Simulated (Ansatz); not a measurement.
Short convergence ladders for Zr (Im-3m, 1 atom in the cell)

```
CELL_PARAMETERS angstrom
     -1.79980     1.79980     1.79980
      1.79980    -1.79980     1.79980
      1.79980     1.79980    -1.79980
ATOMIC_POSITIONS crystal
  Zr 0.00000 0.00000 0.00000
```

Base method: LDA (PW92), PAW files made with PBE (plane waves; Ansatz, a first-principles code).

Base settings: basis.ecutwfc = 30.9 Ry; kpoints.mp_grid.grid = 13 13 13; hamiltonian.xc = lda; hamiltonian.pseudopotentials = {kind: paw} (the program's default PAW files); scf.occupations.method = fermi_dirac; scf.occupations.width = 0.0073 Ry.

The count of work is k-points × plane waves × bands × iterations; it is no time. 

**The width of Fermi-Dirac smearing**

In this ladder: kpoints.mp_grid.grid = 21 21 21.

Narrow widths need finer meshes than wide ones, so the last steps can hold mesh noise.

Only quantities that move along the ladder and can be compared are tabulated; pressure and forces are left out, as mesh noise rules them at narrow widths.

```tsv
scf.occupations.width	free energy less the last step's (meV/atom)	energy extrapolated to zero width less the last step's (meV/atom)
0.0735 Ry	-2205.03	-328.06
0.0367 Ry	-647.51	-86.80
0.022 Ry	-239.59	-18.93
0.0147 Ry	-94.20	-2.51
0.0073 Ry	0.00	0.00
```

Widest scf.occupations.width that holds the free energy within 5 meV/atom: not settled: the last two steps still differ by 94 meV/atom, over half the tolerance, so the ladder does not show it.

Widest scf.occupations.width that holds the energy extrapolated to zero width within 2 meV/atom: not settled: the last two steps still differ by 2.5 meV/atom, over half the tolerance, so the ladder does not show it.

The extrapolation to zero width removes most of the smearing's effect on the energy.

**The width of Methfessel-Paxton smearing**

In this ladder: kpoints.mp_grid.grid = 21 21 21; scf.occupations.method = methfessel_paxton.

Narrow widths need finer meshes than wide ones, so the last steps can hold mesh noise.

Only quantities that move along the ladder and can be compared are tabulated; pressure and forces are left out, as mesh noise rules them at narrow widths.

| scf.occupations.width | free energy less the last step's (meV/atom) |
|---|---|
| 0.0735 Ry | -43.59 |
| 0.0367 Ry | 1.60 |
| 0.022 Ry | 2.08 |
| 0.0147 Ry | 1.36 |
| 0.0073 Ry | 0.25 |
| 0.0037 Ry | 0.00 |

Widest scf.occupations.width that holds the free energy within 1 meV/atom of the last step, with all finer ones: 0.0073 Ry; the step before is off by 1.4 meV/atom.

**The mesh under tetrahedron occupations**

In this ladder: scf.occupations.method = tetrahedron; scf.occupations.width = default.

Only quantities that move along the ladder and can be compared are tabulated.

| kpoints.mp_grid.grid | free energy less the last step's (meV/atom) | pressure (GPa) | count of work / last |
|---|---|---|---|
| 5 5 5 | -44.69 | -8.68 | 0.013 |
| 7 7 7 | 20.96 | -8.64 | 0.027 |
| 8 8 8 | -1.78 | -8.53 | 0.039 |
| 10 10 10 | -5.88 | -8.75 | 0.062 |
| 13 13 13 | -0.96 | -8.44 | 0.11 |
| 16 16 16 | 0.38 | -8.52 | 0.19 |
| 19 19 19 | -0.29 | -8.47 | 0.29 |
| 24 24 24 | 0.08 | -8.48 | 0.55 |
| 30 30 30 | 0.00 | -8.47 | 1.0 |

Coarsest kpoints.mp_grid.grid that holds the pressure within 0.2 GPa of the last step, with all finer ones: 13 13 13, at 0.11 of the last step's count of work; the step before is off by 0.29 GPa.

Coarsest kpoints.mp_grid.grid that holds the free energy within 2 meV/atom of the last step, with all finer ones: 13 13 13, at 0.11 of the last step's count of work; the step before is off by 5.9 meV/atom.

On the base run: the starting cell comes from a database of computed structures (which also holds hypothetical and non-ambient phases and stackings), without a prior relaxation at this level. Its lattice was rescaled by up to half a per cent. In the base run, with a pressure of about -8 GPa the cell is away from its equilibrium volume at this level. Ansatz's pressure includes its estimate of the finite-basis (Pulay) stress.

Left out of this page: 4 runs of the series outside the window shown, repeating another row's setting, or not comparable.

Keys are those of Ansatz 0.2.
